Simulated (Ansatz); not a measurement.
## YOF (space group P4/nmm, No. 129; a cell from a computed database, its experimental status unchecked)

```yaml
crystal:
  lattice:
    - [3.81086, 0.00000, 0.00000]
    - [0.00000, 3.81086, 0.00000]
    - [0.00000, 0.00000, 5.42129]
  atoms:
    - { symbol: Y, position: [0.50000, 0.00000, 0.71138] }
    - { symbol: Y, position: [0.00000, 0.50000, 0.28862] }
    - { symbol: O, position: [0.00000, 0.00000, 0.50000] }
    - { symbol: O, position: [0.50000, 0.50000, 0.50000] }
    - { symbol: F, position: [0.50000, 0.50000, 0.00000] }
    - { symbol: F, position: [0.00000, 0.00000, 0.00000] }
```

The values are results of PBEsol, PAW, 420 eV (Ansatz, a quantum-chemistry and plane-wave program; no spin-orbit coupling), not measurements. Γ-centred 9×9×6 mesh, Fermi–Dirac width 0.05 eV.

| Property | Value |
|---|---|
| Volume per atom | 13.12 Å³ |
| Density | 5.23 g/cm³ |
| Band gap | 5.03 eV, indirect, A–Z (53 % along) → Γ |
| Electron mass | 0.67 mₑ along c, 0.47 mₑ across |
| Total energy | -1720.931 eV/atom (σ→0; compares only within this code and set-up) |

Effective masses come from finite differences of ±0.01 Å⁻¹. Whether these cells are dynamically stable was not tested.
